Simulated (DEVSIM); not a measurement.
System: illuminated Ge n-on-p cell, one wavelength, at 300 K.

| layer (left to right) | material | thickness (μm) | Nd (cm⁻³) | Na (cm⁻³) | τn (s) | τp (s) | absorption coefficient (cm⁻¹) |
|---|---|---|---|---|---|---|---|
| 1 | Ge | 0.0520 | 7e17 | - | 7.8e-6 | 3.1e-6 | 5900 |
| 2 | Ge | 47.0 | - | 2.9e16 | 0.00028 | 0.00028 | 5900 |

Left contact: ohmic, minority hole recombination velocity 10000 cm/s. Right contact: ohmic, minority electron recombination velocity 4000 cm/s. Voltage is applied to the left contact. Recombination: SRH at mid-gap, radiative, Auger. Light enters at the left, 9e14 photons cm⁻² s⁻¹, one pass, no reflection. Mobility is μmin + (μ − μmin)/(1 + (N/Nref)^α).

This is a model device: material constants are rounded textbook-type values typed into the input, and sizes, dopings and lifetimes were drawn at random. Values at 300 K.

| parameter | Ge |
|---|---|
| gap (eV) | 0.664 |
| affinity (eV) | 4 |
| permittivity | 16 |
| Nc (cm⁻³) | 1.04e19 |
| Nv (cm⁻³) | 6e18 |
| μn (cm²/Vs) | 3900 |
| μp (cm²/Vs) | 1900 |
| μn,min | 150 |
| μp,min | 100 |
| Nref,n | 2.6e17 |
| Nref,p | 4e17 |
| αn | 0.56 |
| αp | 0.6 |
| B (cm³/s) | 6.4e-14 |
| Cn (cm⁶/s) | 1e-31 |
| Cp (cm⁶/s) | 1e-31 |

DEVSIM, 1D drift-diffusion, Boltzmann statistics, complete ionisation; no tunnelling, impact ionisation, image-force lowering or self-heating.

**Question.** Tabulate band edges, carrier densities and field at zero bias, in the dark.

**Answer.** Energies count from the Fermi level of the right contact; mesh points crowd at the junctions.

```json
[
 {"x (μm)": "0.000", "Ec (eV)": "0.070", "Ev (eV)": "-0.594", "n (cm⁻³)": "7.0e17", "p (cm⁻³)": "6.2e8", "field (V/cm)": "23"},
 {"x (μm)": "0.01722", "Ec (eV)": "0.070", "Ev (eV)": "-0.594", "n (cm⁻³)": "7.0e17", "p (cm⁻³)": "6.3e8", "field (V/cm)": "230"},
 {"x (μm)": "0.03427", "Ec (eV)": "0.072", "Ev (eV)": "-0.592", "n (cm⁻³)": "6.3e17", "p (cm⁻³)": "6.9e8", "field (V/cm)": "4400"},
 {"x (μm)": "0.05151", "Ec (eV)": "0.110", "Ev (eV)": "-0.554", "n (cm⁻³)": "1.5e17", "p (cm⁻³)": "3.0e9", "field (V/cm)": "56000"},
 {"x (μm)": "0.08454", "Ec (eV)": "0.263", "Ev (eV)": "-0.401", "n (cm⁻³)": "4.0e14", "p (cm⁻³)": "1.1e12", "field (V/cm)": "40000"},
 {"x (μm)": "0.1411", "Ec (eV)": "0.434", "Ev (eV)": "-0.230", "n (cm⁻³)": "5.4e11", "p (cm⁻³)": "8.2e14", "field (V/cm)": "21000"},
 {"x (μm)": "0.2543", "Ec (eV)": "0.523", "Ev (eV)": "-0.141", "n (cm⁻³)": "1.7e10", "p (cm⁻³)": "2.6e16", "field (V/cm)": "1000"},
 {"x (μm)": "0.6062", "Ec (eV)": "0.526", "Ev (eV)": "-0.138", "n (cm⁻³)": "1.5e10", "p (cm⁻³)": "2.9e16", "field (V/cm)": "≈ 0"},
 {"x (μm)": "1.185", "Ec (eV)": "0.526", "Ev (eV)": "-0.138", "n (cm⁻³)": "1.5e10", "p (cm⁻³)": "2.9e16", "field (V/cm)": "≈ 0"},
 {"x (μm)": "2.341", "Ec (eV)": "0.526", "Ev (eV)": "-0.138", "n (cm⁻³)": "1.5e10", "p (cm⁻³)": "2.9e16", "field (V/cm)": "≈ 0"},
 {"x (μm)": "4.655", "Ec (eV)": "0.526", "Ev (eV)": "-0.138", "n (cm⁻³)": "1.5e10", "p (cm⁻³)": "2.9e16", "field (V/cm)": "≈ 0"},
 {"x (μm)": "11.38", "Ec (eV)": "0.526", "Ev (eV)": "-0.138", "n (cm⁻³)": "1.5e10", "p (cm⁻³)": "2.9e16", "field (V/cm)": "≈ 0"},
 {"x (μm)": "22.73", "Ec (eV)": "0.526", "Ev (eV)": "-0.138", "n (cm⁻³)": "1.5e10", "p (cm⁻³)": "2.9e16", "field (V/cm)": "≈ 0"},
 {"x (μm)": "34.83", "Ec (eV)": "0.526", "Ev (eV)": "-0.138", "n (cm⁻³)": "1.5e10", "p (cm⁻³)": "2.9e16", "field (V/cm)": "≈ 0"},
 {"x (μm)": "42.28", "Ec (eV)": "0.526", "Ev (eV)": "-0.138", "n (cm⁻³)": "1.5e10", "p (cm⁻³)": "2.9e16", "field (V/cm)": "≈ 0"},
 {"x (μm)": "44.68", "Ec (eV)": "0.526", "Ev (eV)": "-0.138", "n (cm⁻³)": "1.5e10", "p (cm⁻³)": "2.9e16", "field (V/cm)": "≈ 0"},
 {"x (μm)": "45.88", "Ec (eV)": "0.526", "Ev (eV)": "-0.138", "n (cm⁻³)": "1.5e10", "p (cm⁻³)": "2.9e16", "field (V/cm)": "≈ 0"},
 {"x (μm)": "46.48", "Ec (eV)": "0.526", "Ev (eV)": "-0.138", "n (cm⁻³)": "1.5e10", "p (cm⁻³)": "2.9e16", "field (V/cm)": "≈ 0"},
 {"x (μm)": "46.83", "Ec (eV)": "0.526", "Ev (eV)": "-0.138", "n (cm⁻³)": "1.5e10", "p (cm⁻³)": "2.9e16", "field (V/cm)": "≈ 0"},
 {"x (μm)": "46.95", "Ec (eV)": "0.526", "Ev (eV)": "-0.138", "n (cm⁻³)": "1.5e10", "p (cm⁻³)": "2.9e16", "field (V/cm)": "≈ 0"},
 {"x (μm)": "47.02", "Ec (eV)": "0.526", "Ev (eV)": "-0.138", "n (cm⁻³)": "1.5e10", "p (cm⁻³)": "2.9e16", "field (V/cm)": "≈ 0"},
 {"x (μm)": "47.05", "Ec (eV)": "0.526", "Ev (eV)": "-0.138", "n (cm⁻³)": "1.5e10", "p (cm⁻³)": "2.9e16", "field (V/cm)": "≈ 0"}
]
```
